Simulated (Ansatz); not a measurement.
# Worked example: self-consistent single point of a (001) slab of PtS2 (cut from a parent of space group no. 164; 6 atoms in the cell) in Ansatz

Computed with PBE (plane waves, PAW; Ansatz, an electronic-structure program).

Input as run:

Ansatz 0.2 input:
```yaml
# PtS2
crystal:
  lattice:
    - [3.522300, 0.000000, 0.000000]
    - [-1.761150, 3.050401, 0.000000]
    - [0.000000, 0.000000, 21.321598]
  atoms:
    - { symbol: Pt, position: [0.000000, 0.000000, 0.382401] }
    - { symbol: S, position: [0.333333, 0.666667, 0.436497] }
    - { symbol: S, position: [0.666667, 0.333333, 0.328306] }
    - { symbol: Pt, position: [0.000000, 0.000000, 0.617599] }
    - { symbol: S, position: [0.333333, 0.666667, 0.671694] }
    - { symbol: S, position: [0.666667, 0.333333, 0.563503] }
basis:
  ecutwfc: 420.0 eV
kpoints:
  mp_grid: { grid: [7, 7, 1] }
hamiltonian:
  xc: pbe
  pseudopotentials: { kind: paw }
scf:
  occupations: { method: fermi_dirac, width: 0.05 eV }
output:
  forces: true
  eigenvalues: true
  stress: true
```

Log, with long lists cut:

```
WARN the atoms were moved onto the symmetric positions of the space group found under crystal.symmetry.tolerance 1.0e-5 (fractional …
WARN ansatz: RAYON_NUM_THREADS=1 ignored (pool sized by the plan → 1); use --threads N
Pseudopotentials: kind: paw
Pseudopotential: Pt, paw, valence charge 18
Pseudopotential: S, paw, valence charge 6
Crystal: 6 atoms, lattice volume = 229.088 Å³
Basis set: ecut = 420 eV, 4445 PW (Γ), exchange–correlation on 48×48×288 points (8 copies of the dense FFT grid, shifted against one another)
Bands: 36, of which v1, the nominal top of the filled ones, is band 30 counted from 1 (29 counted from 0)
Symmetry: 12 space group operations
Space group: P-3m1 (ITA 164), of the structure as read, at distance tolerance 6.1e-5 Å
k-points: 8 of 49
Initial density: superposition of atomic densities (neutral atoms: chi_scale 0, normalization atom), corrected by the library's trained network
Initial wavefunctions: pseudopotential atomic-orbital guess
Eigensolver: davidson
Functional: x = pbe(κ = 0.804, μ = 0.2195149727645171), c = pbe(β = 0.06672455060314922)
SCF iter   1: F=—  HF=-28656.111792 eV  |F-HF|=—  |Δ(HF+E_count)|=         —  Δρ=2.31e-3  dr2=1.38e-2  ethr=1.77e-3  ⟨swp⟩=9.4  Hψ=1465  notcnv=0
all-band conjugate gradients solve this SCF's bands
preconditioner: auto → Resta (q_TF=auto, 2.182 Å⁻¹)
SCF iter   2: F=—  HF=-28656.110291 eV  |F-HF|=—  |Δ(HF+E_count)|=   1.50e-3  Δρ=1.17e-3  dr2=3.82e-3  ethr=2.30e-5  ⟨swp⟩=2.2  Hψ=583  notcnv=0  defer=2
SCF iter   3: F=—  HF=-28656.110818 eV  |F-HF|=—  |Δ(HF+E_count)|=   5.27e-4  Δρ=5.71e-4  dr2=3.69e-3  ethr=6.36e-6  ⟨swp⟩=2.1  Hψ=459  notcnv=0  defer=2
SCF iter   4: F=—  HF=-28656.110458 eV  |F-HF|=—  |Δ(HF+E_count)|=   3.60e-4  Δρ=1.77e-4  dr2=8.17e-5  ethr=6.16e-6  ⟨swp⟩=1.6  Hψ=306  notcnv=0  defer=2
SCF iter   5: F=—  HF=-28656.110644 eV  |F-HF|=—  |Δ(HF+E_count)|=   1.86e-4  Δρ=1.30e-4  dr2=8.10e-5  ethr=1.36e-7  ⟨swp⟩=3.0  Hψ=584  notcnv=0  defer=2
SCF iter   6: F=—  HF=-28656.110631 eV  |F-HF|=—  |Δ(HF+E_count)|=   1.35e-5  Δρ=3.58e-5  dr2=6.79e-6  ethr=1.35e-7  ⟨swp⟩=2.2  Hψ=401  notcnv=0  defer=2
SCF iter   7: F=—  HF=-28656.110630 eV  |F-HF|=—  |Δ(HF+E_count)|=   7.85e-7  Δρ=1.62e-5  dr2=1.06e-6  ethr=1.13e-8  ⟨swp⟩=2.0  Hψ=405  notcnv=0  defer=2
SCF iter   8: F=-28656.110630 eV  HF=-28656.110630 eV  |F-HF|=1.86e-8  |Δ(HF+E_count)|=   7.30e-8  Δρ=3.39e-6  dr2=4.05e-8  ethr=1.67e-10  ⟨swp⟩=7.6  Hψ=1594  notcnv=0
SCF 1 converged in 8 iterations: F = -28656.110630 eV  dr2 = 4.05e-8
SCF converged after 8 iterations
Free energy (F): -28656.110630 eV
Harris-Foulkes:  -28656.110630 eV  (|F-HF|=1.86e-8)
Internal energy: -28656.110625 eV  (E = F + TS)
E sigma→0 (E₀):  -28656.110628 eV
Entropy (-TS):   -0.000005 eV (-0.001 meV/atom)
Fermi energy:    2.794976 eV
--- Per-component energies (eV) ---
  E_band       = -1158.347905
  E_kinetic    = 1711.033698
  E_local      = -40899.157486  (includes V_loc(G=0)·N_el)
  E_nonlocal   = 510.073027
  E_hartree    = 19538.175923
  E_xc         = -915.811915
  E_vxc        = -960.586105  (∫ρ·V_xc dr)
  E_paw        = -21308.309602  (= ΣΔE_a)
  E_vpaw       = -596.075797  (= ΣTr[D̂ρ^β])
  E_aug_tail   = 0.000377  (compensation charges beyond the density's cutoff)
  E_ewald      = 12707.885353
  E_smearing   = -0.000005  (= −TS)
  E_closure    = -0.000000  (closes the sum)
  Σ components = -28656.110630   (vs F -28656.110630, Δ=0.00e0)
--- Forces (eV/Å), atoms counted from 1 ---
  atom   1  Pt     0.00000000    -0.00000000     0.12023617
  atom   2  S      0.00000000    -0.00000000     1.22762545
  atom   3  S      0.00000000     0.00000000    -1.51730681
  atom   4  Pt     0.00000000     0.00000000    -0.12023617
  atom   5  S      0.00000000    -0.00000000     1.51730681
  atom   6  S     -0.00000000     0.00000000    -1.22762545
  max |Σ_I F_I| component: 5.78e-19 eV/Å
--- Stress (GPa, compression-positive) ---
        6.357919       0.000000       0.000000
        0.000000       6.357919      -0.000000
        0.000000      -0.000000       5.022749
  P = ⅓ Tr σ = 5.9129 GPa (59.129 kbar)
  The stress holds the Pulay correction. Without it, at fixed plane waves, as pw.x and ABINIT print it: P = 5.8969 GPa
--- Band table (eV; the first three rows and the last of 8) ---
  k-point 0: bands = ["-97.1925", "-97.1925", "-51.4630", "-51.4630", "-51.4630", "-51.4630", "-51.2948", "-51.2947", "-13.2023", "-13.0443", "-10.5292", "-10.1573", "-4.7129", "-4.7129", "-4.7020", "-4.7020", "-4.3406", "-3.6672", "-1.6856", [...]
  k-point 1: bands = ["-97.1924", "-97.1924", "-51.4679", "-51.4678", "-51.4642", "-51.4642", "-51.2941", "-51.2941", "-12.9255", "-12.7680", "-10.6073", "-10.2985", "-4.7183", "-4.5658", "-4.5362", "-4.5191", "-4.0373", "-3.4545", "-2.1249", [...]
  k-point 2: bands = ["-97.1922", "-97.1922", "-51.4787", "-51.4787", "-51.4670", "-51.4670", "-51.2927", "-51.2927", "-12.1981", "-12.0502", "-10.7791", "-10.5945", "-4.6263", "-4.3299", "-4.1629", "-4.1291", "-3.5600", "-3.4114", "-3.0148", [...]
  k-point 7: bands = ["-97.1920", "-97.1920", "-51.4837", "-51.4837", "-51.4772", "-51.4772", "-51.2912", "-51.2912", "-11.0856", "-11.0051", "-10.9228", "-10.9084", "-4.5888", "-4.5820", "-4.2225", "-4.0511", "-3.7679", "-3.6691", "-2.3724", [...]
```

The run converged in 8 iterations.

The starting cell has typed, rounded lattice constants, without a prior relaxation at this level. The slab is cut from that crystal, and its faces are unrelaxed. Its lattice was rescaled by up to half a per cent. Spin-orbit coupling is off. Spin polarisation is off, though cut faces can carry moments; a gap of a slab can lie between surface states. Forces in this geometry exceed 1 eV/Å.
